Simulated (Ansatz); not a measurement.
The reference is Hf (space group P6/mmm, No. 191; a = 4.919 Å, c = 3.061 Å; a cell from a computed database, its experimental status unchecked).

The values are results of PBEsol (Ansatz, a quantum-chemistry and plane-wave program), spin-orbit coupling left out, not measurements.

One change was made to it. Results:

The band gap remains zero; the density rises by 0.35 g/cm³, from 13.86 g/cm³ to 14.21 g/cm³.

Question: Name the change that was made.
A) pressure 7.5 GPa
B) pressure −1 GPa
C) pressure 3 GPa

Answer: C, pressure 3 GPa. For comparison, the density in the other runs: pressure −1 GPa gives 13.74 g/cm³; pressure 7.5 GPa gives 14.70 g/cm³.

Load acts through the strain it causes; cell and atoms are relaxed under it. No phonon test of stability was made. No other phases were tried under pressure. All final runs are without spin polarisation. This is not the structure that Hf has at room temperature and ambient pressure.
